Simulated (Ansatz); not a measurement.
The reference is AlN in the wurtzite structure (space group P6_3mc, No. 186; a = 3.130 Å, c = 5.018 Å).

Level of theory: Kohn–Sham DFT with the PBE functional, run in Ansatz (a program for electronic structure) with PAW and 420 eV plane waves, no SOC.

Perturbation: B takes the place of Al on all its sites, then cell and atoms are relaxed.

Measured lattice parameter a: AlN 3.1113 Å (0 K or low temperature; as listed in arXiv:1206.3780); BN 2.55 Å (temperature not stated; as listed in K. Doll, J. C. Schön, M. Jansen, Physical Review B (2008)).

Problem. How well does PBE reproduce the measured shift?

Solution. With PBE the lattice parameter a moves by -0.576 Å (3.130 → 2.555) against -0.561 Å measured.

No phonon test of stability was made.
